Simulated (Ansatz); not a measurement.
**Defect calculation: C on the N site + Si on the Ga site (C_N+Si_Ga) in wurtzite GaN**

These are PBE, PAW (plane waves to 420 eV; Ansatz, an electronic-structure program) values and carry that method's errors. Set-up: 96-site cell; 2×2×2 shifted k-points; start: the N site; Ga 1.97 Å away; finite-size errors of tenths of an eV; relaxed from one start, so a lower configuration may exist; flagged in the runs: a host whose relaxation on this sampling wasn't shown to rest.

Neighbours after relaxation, in Å: of the Si atom: N 1.82, N 1.82, C 1.82, N 1.83; of the C atom: Si 1.82, Ga 1.98, Ga 1.98, Ga 1.99, N 3.00, N 3.00, N 3.00.

```csv
charge,moment (μB),largest move off a lattice site (Å)
0,not spin-polarised,0.15
```

Flagged in the runs: a host whose relaxation on this sampling wasn't shown to rest.

All states together cost roughly 40 core-minutes.
